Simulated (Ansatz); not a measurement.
Cost and result by functional for the surface energy of the (21-32) surface of hcp Ti in its 1x1 cell, outermost plane spacing 0.59 Å in the ideal cut, in Ansatz (plane waves, PAW). Single points on the PBE structure, on one kind of machine; costs are rough ratios of the slab run's core time (references not counted) to the cheapest single point. r2SCAN's cost holds its higher cutoff (500 against 420 eV). Differences are taken against r2SCAN for comparison alone: no measured value is at hand, so the table doesn't rank accuracy.

Set-up: 24 atoms, 10.4 Å thick at the start (thin: gaps and levels are the slab's own); mesh 7x6x1; 0.1 eV smearing; dipole correction on; all atoms relaxed; held to the start's symmetry, so lower structures may exist; no spin, no spin-orbit, no U. These notes are the PBE run's.

| functional | relative cost | surface energy (J/m²) | less r2SCAN (J/m²) |
|---|---|---|---|
| LDA | 1 | 2.30 | 0.07 |
| PBEsol | 1 | 2.23 | 0.00 |
| RPBE | 1 | 1.90 | -0.32 |
| r2SCAN | 2 | 2.22 | 0.00 |
| PBE (the relaxed run's value) | – | 2.04 | -0.18 |

The values span 0.40 J/m², while the single points' costs differ by a factor of roughly 2. Differences are of unrounded values.

Ansatz is a first-principles code.
